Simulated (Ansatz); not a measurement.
The starting structures come from a database of crystals and need not be the phases stable at ambient conditions.

 Where the default PAW files enter, the runs use the earlier of Ansatz's two default sets.

Tunnelling through a barrier is set by its complex band structure: the current falls as exp(−2κd) with the smallest κ.

Data:

```xyz
8
Lattice="4.9834 0.0000 0.0000 2.4917 10.4890 0.0000 2.4917 -0.1973 1.4250" Properties=species:S:1:pos:R:3 pbc="T T T"
Na     1.6611     2.5729     0.3563
Na     8.3057     7.7188     1.0688
Co     4.9834     5.1458     0.7125
Co     0.0000     0.0000     0.0000
O      3.3223     4.1663     0.5769
O      6.6446     6.1254     0.8481
O      6.6446     9.3121     1.2894
O      3.3223     0.9796     0.1356
```

Space group of this cell: P6_3/mmc. The cell is taken as given; by PBEsol its mean pressure is -1.3 GPa.

Transport runs along the normal of the first two printed cell vectors, the (111) plane of the conventional cell.

The gap is the functional's own, uncorrected, and κ follows it; spin-orbit coupling is left out. Mid-gap values are interpolated between the computed energies.

Question: State the band gap and the smallest decay constant κ at mid-gap according to Ansatz (a program for electronic structure) with PBEsol.

Answer: Gap 0.80 eV on a 20×20×20 mesh; κ = 0.260 1/Å, at (0.167, 0.250) of the in-plane reciprocal vectors. At the zone centre, at the nearest computed energy, the slowest state has κ = 0.30 1/Å.
